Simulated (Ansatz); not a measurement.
For Al4Si3 (model structure, started from the Al4C3 type, R-3m, No. 166, 7 atoms in the cell), LDA (PAW; Ansatz, a program for electronic structure) gives:

* **lattice parameter a**: 4.020 Å
* **lattice parameter c**: 30.902 Å
* **bulk modulus**: 70.6 GPa
* **cohesive energy**: 4.36 eV/atom

Task: What does r²SCAN (Ansatz, plane waves, PAW) give for the same quantities?

Result: 
- lattice constant a: 4.058 Å (increases by 0.9 %)
- lattice parameter c: 31.085 Å (increases by 0.6 %)
- bulk modulus: 71.2 GPa (goes up by 0.8 %)
- cohesive energy: 3.86 eV/atom (drops by 0.50 eV/atom)

Changes are worked out from the printed values.

Unless a cell is named, each level is at its own relaxed cell (LDA 20.59, r²SCAN 21.11 Å³/atom).

Caveats: the bulk modulus is −V dP/dV from two relaxed cells at ±2 % in volume (LDA, r²SCAN). Ansatz's density-functional and Hartree–Fock values are scalar-relativistic unless marked +SOC, with PAW data made under PBE.

A model structure was made by putting elements into a prototype or built by hand; it is no filed structure, need not be a known phase, and can be a saddle point held by its symmetry.
